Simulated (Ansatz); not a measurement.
Start from SrO in the rock salt structure (space group Fm-3m, No. 225; a = 5.160 Å). Axes: x, y, z lie along the cube axes.

Perturbation: a free-standing slab of 2 layers (4 atoms, 2 a layer) is cut normal to the z axis, with 15 Å of vacuum and the in-plane cell held at bulk.

Calculations: Ansatz (a first-principles code) r2SCAN, scalar-relativistic without spin-orbit coupling, earlier PAW set.

Question: Give the band edges at the high-symmetry points of the new zone, measured from its valence-band maximum.

Answer: 
| point | valence edge (eV) | conduction edge (eV) |
|---|---|---|
| Γ | 0.00 | 2.61 |
| X | -0.75 | 5.16 |
| M | -0.15 | 4.83 |

The gap is 2.61 eV, direct at Γ.

Whether these cells are dynamically stable was not tested. k-point labels follow each cell's own Brillouin zone.
